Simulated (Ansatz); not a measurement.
The parent structure is CoSi (space group P2_13, No. 198; a = 4.383 Å; non-magnetic). Axes: x, y, z lie along the cube axes.

All numbers come from r2SCAN/PAW in Ansatz (an electronic-structure program), spin-orbit coupling left out.

Before the change:

The pressure is 0.0 GPa.

The change: strain tensor (xx, yy, zz, yz, xz, xy) = (−1.86, +0.12, −0.01, −0.13, −0.71, +0.88) %; the atoms relax in the strained cell.

What does the calculation give for the energy relative to the base after the change?

The energy increases by 7.3 meV/atom.

How does this affect the pressure?

The pressure (mean of the normal stresses, compression positive) goes from zero to 4.7 GPa.

Stability against distortions was not tested. Starting moments died away, wholly or in part, for the base; another magnetic solution may exist. The final runs are not spin-polarised.
